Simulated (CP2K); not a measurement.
## CP2K run on Ba2CaTeO6 (Fm-3m, 10 atoms in the cell): self-consistent single point

Computed with PBEsol, GPW, DZVP-MOLOPT-SR-GTH basis, GTH-PBE potentials (GTH_POTENTIALS) (CP2K 2026.2).

This input was run:

```
&GLOBAL
  PROJECT bulk
  RUN_TYPE ENERGY_FORCE
  PRINT_LEVEL LOW
&END GLOBAL
&FORCE_EVAL
  METHOD Quickstep
  STRESS_TENSOR ANALYTICAL
  &DFT
    BASIS_SET_FILE_NAME BASIS_MOLOPT
    POTENTIAL_FILE_NAME GTH_POTENTIALS
    &QS
      METHOD GPW
      EPS_DEFAULT 1E-10
    &END QS
    &MGRID
      CUTOFF 500
      REL_CUTOFF 50
      NGRIDS 5
    &END MGRID
    &SCF
      SCF_GUESS ATOMIC
      EPS_SCF 1E-6
      MAX_SCF 100
      ADDED_MOS 12
      &DIAGONALIZATION
        ALGORITHM STANDARD
      &END DIAGONALIZATION
      &MIXING
        METHOD BROYDEN_MIXING
        ALPHA 0.2
        NBUFFER 8
        BETA 1
      &END MIXING
      &SMEAR ON
        METHOD FERMI_DIRAC
        ELECTRONIC_TEMPERATURE [K] 1160.45
      &END SMEAR
    &END SCF
    &KPOINTS
      SCHEME MACDONALD 3 3 3 0.1666666667 0.1666666667 0.1666666667
    &END KPOINTS
    &XC
      &XC_FUNCTIONAL
        &PBE
          PARAMETRIZATION PBESOL
        &END PBE
      &END XC_FUNCTIONAL
    &END XC
    &PRINT
      &MO
        EIGENVALUES T
        OCCUPATION_NUMBERS T
        NDIGITS 8
        FILENAME mo
        &EACH
          QS_SCF 0
        &END EACH
        ADD_LAST NUMERIC
      &END MO
      &MULLIKEN OFF
      &END MULLIKEN
    &END PRINT
  &END DFT
  &SUBSYS
    &CELL
      ABC 5.83541400 5.83541420 5.83541437
      ALPHA_BETA_GAMMA 60.00000169 60.00000208 60.00000115
      PERIODIC XYZ
    &END CELL
    &COORD
      Ba       2.91770700     1.68453900     1.19114900
      Ba       8.75312100     5.05361700     3.57344700
      Ca       0.00000000     0.00000000     0.00000000
      Te       5.83541400     3.36907800     2.38229800
      O        5.83541400     1.81256396     1.28167632
      O        4.48743337     4.14733502     1.28167632
      O        5.83541400     4.92559204     3.48291968
      O        7.18339463     2.59082098     3.48291968
      O        4.48743337     2.59082098     3.48291968
      O        7.18339463     4.14733502     1.28167632
    &END COORD
    &KIND Ba
      BASIS_SET DZVP-MOLOPT-SR-GTH-q10
      POTENTIAL GTH-PBE-q10
    &END KIND
    &KIND Ca
      BASIS_SET DZVP-MOLOPT-SR-GTH-q10
      POTENTIAL GTH-PBE-q10
    &END KIND
    &KIND Te
      BASIS_SET DZVP-MOLOPT-SR-GTH-q6
      POTENTIAL GTH-PBE-q6
    &END KIND
    &KIND O
      BASIS_SET DZVP-MOLOPT-SR-GTH-q6
      POTENTIAL GTH-PBE-q6
    &END KIND
  &END SUBSYS
  &PRINT
    &FORCES ON
    &END FORCES
    &STRESS_TENSOR ON
    &END STRESS_TENSOR
  &END PRINT
&END FORCE_EVAL
```

Log, with long lists cut:

```
 GLOBAL| Method name                                                        CP2K
 GLOBAL| Project name                                                       bulk
 GLOBAL| Run type                                                   ENERGY_FORCE

 TOTAL NUMBERS AND MAXIMUM NUMBERS

  Total number of            - Atomic kinds:                                   4
                             - Atoms:                                         10
                             - Shell sets:                                    10
                             - Shells:                                        53
                             - Primitive Cartesian functions:                 53
                             - Cartesian basis functions:                    143
                             - Spherical basis functions:                    133

  Maximum angular momentum of- Orbital basis functions:                        2
                             - Local part of the GTH pseudopotential:          2
                             - Non-local part of the GTH pseudopotential:      4

 SCF PARAMETERS         Density guess:                                    ATOMIC
                        max_scf:                                             100
                        max_diis:                                              4
                        eps_scf:                                        1.00E-06
                        eps_diis:                                       1.00E-01
                        eps_eigval:                                     1.00E-05
                        level_shift [a.u.]:                             0.000000
                        added MOs                                        12    0
                        Mixing method:                            BROYDEN_MIXING
                                                charge density mixing in g-space
                        Smear method:                                FERMI_DIRAC
                        Electronic temperature [K]:                       1160.5
                        Electronic temperature [a.u.]:                  3.67E-03
                        Accuracy threshold:                             1.00E-10
                        No outer SCF

 Extrapolation method: initial_guess

 Number of electrons:                                                         72
 Number of occupied orbitals:                                                 36
 Number of molecular orbitals:                                                48

 Number of orbital functions:                                                133
 Number of independent orbital functions:                                    133

 SCF WAVEFUNCTION OPTIMIZATION

  Step     Update method      Time    Convergence         Total energy    Change
     1 NoMix/Diag. 0.20E+00      -     2.29223346      -193.5742610813 -1.94E+02
     2 Broy./Diag. 0.20E+00      -     0.16249853      -183.7244660866  9.85E+00
     3 Broy./Diag. 0.20E+00      -     0.31013059      -189.1588480881 -5.43E+00
     4 Broy./Diag. 0.20E+00      -     0.10133092      -192.8247021382 -3.67E+00
     5 Broy./Diag. 0.20E+00      -     0.10390229      -191.6707036115  1.15E+00
     6 Broy./Diag. 0.20E+00      -     0.00491090      -191.9529535126 -2.82E-01
     7 Broy./Diag. 0.20E+00      -     0.00575476      -191.8670148265  8.59E-02
   [... 4 lines left out ...]
    12 Broy./Diag. 0.20E+00      -     0.00002566      -191.9017502272 -2.95E-04
    13 Broy./Diag. 0.20E+00      -     0.00001844      -191.9016121362  1.38E-04
    14 Broy./Diag. 0.20E+00      -     0.00000217      -191.9015703310  4.18E-05
    15 Broy./Diag. 0.20E+00      -     0.00000433      -191.9015962755 -2.59E-05
    16 Broy./Diag. 0.20E+00      -     0.00000019      -191.9016000767 -3.80E-06

  *** SCF run converged in    16 steps ***

  Electronic density on regular grids:        -71.9999999944        0.0000000056
  Core density on regular grids:               71.9999999945       -0.0000000055
  Total charge density on r-space grids:        0.0000000000
  Total charge density g-space grids:           0.0000000000

  Overlap energy of the core charge distribution:               0.00000048862743
  Self energy of the core charge distribution:               -443.63037983680914
  Core Hamiltonian energy:                                    112.80981164412668
  Hartree energy:                                             174.60686857416195
  Exchange-correlation energy:                                -35.68790094673115
  Electronic entropic energy:                                  -0.00000000011215
  Fermi energy:                                                 0.34897630624394

  Total energy:                                              -191.90160007673637
  Total energy (extrapolated to T->0):                       -191.90160007668030

 ENERGY| Total FORCE_EVAL ( QS ) energy [hartree]           -191.901592962988047

 FORCES| Atomic forces [hartree/bohr]
 FORCES|   Atom     x               y               z               |f|
 FORCES|      1  3.56876226E-05  2.05054908E-05  1.46419757E-05   4.36860277E-05
 FORCES|      2 -3.57045002E-05 -2.05501992E-05 -1.45924103E-05   4.37042385E-05
 FORCES|      3  6.23272393E-09 -1.08015153E-08  1.12036621E-08   1.67642961E-08
 FORCES|      4 -3.14105899E-08 -3.34299879E-09 -6.21021414E-08   6.96740753E-08
 FORCES|      5 -4.54656810E-06 -2.61480830E-02 -1.84895233E-02   3.20247520E-02
 FORCES|      6 -2.26472723E-02  1.30700901E-02 -1.84895137E-02   3.20248078E-02
 FORCES|      7  4.56008804E-06  2.61481046E-02  1.84895329E-02   3.20247751E-02
 FORCES|      8  2.26472919E-02 -1.30700851E-02  1.84894927E-02   3.20248075E-02
 FORCES|      9 -2.26473169E-02 -1.30753629E-02  1.84857927E-02   3.20248437E-02
 FORCES|     10  2.26473274E-02  1.30753942E-02 -1.84857822E-02   3.20248578E-02
 FORCES| Sum     1.57387705E-09 -8.83597293E-10 -2.19969103E-09
 FORCES| Total atomic force                                       2.84543033E-09

 STRESS| Analytical stress tensor [bar]
 STRESS|                        x                   y                   z
 STRESS|      x        1.39009664722E+05  -3.66028684419E+02  -2.58865797509E+02
 STRESS|      y       -3.66028684419E+02   1.39432258494E+05  -1.49483266621E+02
 STRESS|      z       -2.58865797509E+02  -1.49483266621E+02   1.39537552483E+05
 STRESS| 1/3 Trace                                             1.39326491900E+05
```

The run converged in 16 iterations.

The starting cell comes from a database of published, mostly measured structures (it also holds non-ambient and calculated ones), without a prior relaxation at this level. Its lattice was rescaled by a random factor within 2.5 % of one. Values carry the incompleteness of an atom-centred basis. The potentials were made for another functional than the one used. With a pressure of about 14 GPa the cell is away from its equilibrium volume at this level. Forces in this geometry exceed 1 eV/Å.

Cost on one core of a shared machine: roughly 3 min.
